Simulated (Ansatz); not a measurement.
NaCl under load (space group Fm-3m), Ansatz (a first-principles code) with PBEsol, rigid bands. Condition of this run: hydrostatic pressure 15 GPa (the target of the relaxation). Band gap 6.40 eV, N_c = 5.97e18 cm⁻³ and N_v = 2.60e20 cm⁻³ at 300 K, conductivity masses of 0.377 mₑ (electrons) and 2.12 mₑ (holes). Take k_BT = 0.02585 eV.

Question: A film of it is 8 nm thick. Estimate the confinement energies in an infinite well.

Answer: ħ²π²/(2m t²) = 0.376 eV·nm²/(m/mₑ × t²) gives 15.6 meV for electrons and 2.77 meV for holes, so the gap would widen to about 6.42 eV. Finite barriers and nonparabolic bands lower this, and with several valleys or bands the heaviest mass along the normal sets the lowest level, not this average.

Question: What thermal injection velocity √(2k_BT/πm) limits a ballistic channel?

Answer: 8.76e6 cm/s for electrons and 3.70e6 cm/s for holes, a ratio of √(m_h/m_e) = 2.37, for dilute carriers.

Question: Find the intrinsic carrier density and the intrinsic Fermi level.

Answer: n_i = √(N_c N_v) exp(−E_g/2k_BT) = 3.94e19 × exp(−123.78) = 6.9e-35 cm⁻³. The level lies (k_BT/2) ln(N_v/N_c) = 49 meV from mid-gap (positive towards the conduction band). Each 0.1 eV added to the gap lowers n_i by a factor of 6.9.

Rigid bands with the computed gap; masses take one relaxation time for all states. Spin-orbit coupling is left out; where it splits the top of the valence band, N_v and the p-type Seebeck coefficient come out somewhat high without it.
